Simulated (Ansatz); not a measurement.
A hypothetical phase is included: elements placed on a structure type, which no database files for this compound.

By PBEsol, the system below comes out a metal.

Consider the following.

```
CELL_PARAMETERS angstrom
      4.03271     0.00000     0.00000
     -2.01636     3.49243     0.00000
      2.01636     1.16414     3.29269
ATOMIC_POSITIONS crystal
  Zn 0.50000 0.25000 0.25000
  Zn 0.00000 0.50000 0.50000
```

The cell was relaxed by PBE-D3(BJ); by PBEsol it stands under a pressure of -0.9 GPa.

The current flows along the normal of the first two printed cell vectors, the (111) plane of the conventional cell. No spin-orbit coupling; the value is a mean over 0.1 eV about the Fermi level.

Q: State the ballistic conductance per area according to PBEsol (Ansatz, a quantum-chemistry and plane-wave program).

A: 0.74 × 10¹⁵ S/m² for both spins.
